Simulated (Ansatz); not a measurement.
The reference is Sr in the fcc (Cu type) structure (space group Fm-3m, No. 225; a = 6.100 Å).

Level of theory: r2SCAN (Ansatz, a quantum-chemistry and plane-wave program), spin-orbit coupling left out.

Before the change:

- Volume per atom: 56.74 Å³

Now apply this change: cell and atoms relaxed at a pressure of 5 GPa.

How does this affect the volume per atom?

The volume per atom decreases by 13.86 Å³ to 42.88 Å³.

Load acts through the strain it causes; cell and atoms are relaxed under it. Stability against distortions was not tested. Measured, Sr leaves this structure (for bcc) near 3.5 GPa (temperature not stated; as listed in Olga Degtyareva, NATO science for peace and security series. B, Physics and biophysics (2010)).
